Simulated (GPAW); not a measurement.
Band structure of AlN (F-43m, 2 atoms in the cell).

```
AlN
1.0
    0.00000     2.21260     2.21260
    2.21260     0.00000     2.21260
    2.21260     2.21260     0.00000
Al N
1 1
Cartesian
  0.00000   0.00000   0.00000
  3.31891   3.31891   3.31891
```

Level of theory: PBE, GPAW PAW datasets PBE (gpaw-data 1.0.1) (plane waves; GPAW 25.7.0).

Settings: mode = pw; ecut = 950 eV; xc = PBE; kpts = 10 10 10; mesh shift (steps) = 0 0 0; occupations.name = fermi-dirac; occupations.width = 0.05 eV; nbands = -6; convergence.density = 1e-05 e/electron; convergence.bands = -4; symmetry.symmorphic = false; symmetry.tolerance = 0.0005; maxiter = 150; bandpath_npoints = 50.

The starting cell comes from a database of computed structures (which also holds hypothetical and non-ambient phases and stackings), without a prior relaxation at this level. Its lattice was rescaled by a random factor within 2.5 % of one.

Q: Predict the gap along the standard path and the places of the band edges.

A: The gap along the path is 3.29 eV, from Γ to X; the smallest direct gap on it is 3.86 eV.

Levels in eV from the top of the valence band on the SCF mesh, bands 1 to 8:
```json
[
 {"point": "Γ", "1": "-14.76", "2": "0.00", "3": "0.00", "4": "0.00", "5": "3.86", "6": "12.18", "7": "12.18", "8": "12.18"},
 {"point": "X", "1": "-12.22", "2": "-4.79", "3": "-1.74", "4": "-1.74", "5": "3.29", "6": "8.38", "7": "13.44", "8": "15.25"},
 {"point": "W", "1": "-12.17", "2": "-3.73", "3": "-3.31", "4": "-2.62", "5": "5.95", "6": "11.21", "7": "11.61", "8": "11.63"},
 {"point": "K", "1": "-12.24", "2": "-4.17", "3": "-3.52", "4": "-1.34", "5": "5.08", "6": "9.81", "7": "12.59", "8": "13.80"},
 {"point": "L", "1": "-12.82", "2": "-5.70", "3": "-0.48", "4": "-0.48", "5": "7.03", "6": "9.60", "7": "10.90", "8": "10.90"},
 {"point": "U", "1": "-12.24", "2": "-4.17", "3": "-3.52", "4": "-1.34", "5": "5.08", "6": "9.81", "7": "12.59", "8": "13.80"}
]
```
